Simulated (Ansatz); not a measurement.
Consider Sr in the fcc (Cu type) structure (space group Fm-3m, No. 225; a = 6.0289 Å).

Structures relaxed with PBE/PAW in Ansatz (a first-principles code), no spin-orbit coupling, earlier PAW set.

Base:

Simulated powder pattern, Cu Kα1, λ = 1.54056 Å (kinematic, ideal powder, no thermal factors, no anomalous dispersion; the 8 strongest lines at most, above 2 %, up to 2θ = 90°):

```csv
2θ (°),I/Imax (%),hkl
25.57,100,(111)
29.61,52,(200)
42.37,39,(220)
50.14,47,(311)
52.54,14,(222)
67.69,19,(331)
69.69,17,(420)
83.19,14,(333)
```

After one change:

Simulated powder pattern, Cu Kα1, λ = 1.54056 Å (kinematic, ideal powder, no thermal factors, no anomalous dispersion; the 8 strongest lines at most, above 2 %, up to 2θ = 90°):

| 2θ (°) | I/Imax (%) |
|---|---|
| 26.51 | 100 |
| 30.71 | 51 |
| 43.98 | 38 |
| 52.09 | 46 |
| 54.59 | 13 |
| 70.49 | 18 |
| 72.61 | 17 |
| 86.93 | 14 |

Question: Which change produced these results?
A) pressure −2 GPa
B) pressure 0.3 GPa
C) pressure 1.5 GPa
D) pressure −1 GPa

Answer: C, pressure 1.5 GPa. Its volume per atom is 49.24 Å³ against 54.78 Å³, and its space group is Fm-3m (No. 225).

Load acts through the strain it causes; cell and atoms are relaxed under it. Stability against distortions was not tested.
